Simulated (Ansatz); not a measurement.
The parent structure is MgTe in the wurtzite structure (space group P6_3mc, No. 186).

```yaml
crystal:
  lattice:
    - [4.60846, 0.00000, 0.00000]
    - [-2.30423, 3.99105, 0.00000]
    - [0.00000, 0.00000, 7.50071]
  atoms:
    - { symbol: Mg, position: [0.66667, 0.33333, 0.00081] }
    - { symbol: Mg, position: [0.33333, 0.66667, 0.50081] }
    - { symbol: Te, position: [0.66667, 0.33333, 0.62439] }
    - { symbol: Te, position: [0.33333, 0.66667, 0.12439] }
```

Cartesian axes are those of the cell as printed.

Calculations: Kohn–Sham DFT with the PBE functional, run in Ansatz (an electronic-structure program) with PAW and 420 eV plane waves, no spin-orbit coupling.

For the base:

The volume per atom comes out as 34.49 Å³.

Perturbation: biaxial strain −4.75 %, plane normal [001], relaxed out of plane (Cartesian); in-plane vectors clamped, the third vector and the atoms free.

Q: Predict the new volume per atom.

A: The volume per atom shrinks by 1.99 Å³ (34.49 Å³ → 32.50 Å³).

Stability against distortions was not tested.
